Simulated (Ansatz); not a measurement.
**WSi (model structure, started from the NbAs type, I4₁md, No. 109, 4 atoms in the cell): bulk modulus by level of theory**

No measured value is used here.

```json
[
 {"level (code)": "LDA (Ansatz)", "value (GPa)": "235", "cell (Å³/atom)": "14.55"},
 {"level (code)": "PBE (Ansatz)", "value (GPa)": "214", "cell (Å³/atom)": "15.19"},
 {"level (code)": "PBEsol (Ansatz)", "value (GPa)": "227", "cell (Å³/atom)": "14.81"},
 {"level (code)": "r²SCAN (Ansatz)", "value (GPa)": "227", "cell (Å³/atom)": "14.96"}
]
```

Density-functional levels without +SOC have no spin–orbit coupling. LDA, PBE, PBEsol, r²SCAN: the run has no spin polarisation, so it can have missed a magnetic state. LDA, PBE, PBEsol, r²SCAN: the bulk modulus is −V dP/dV from two relaxed cells at ±2 % in volume. Each level is taken at its own relaxed cell. Cutoffs differ between the levels. Ansatz's density-functional and Hartree–Fock values are scalar-relativistic unless marked +SOC, with PAW data made under PBE.

A model structure was made by putting elements into a prototype or built by hand; it is no filed structure, need not be a known phase, and can be a saddle point held by its symmetry.

Ansatz is a quantum-chemistry and plane-wave program.
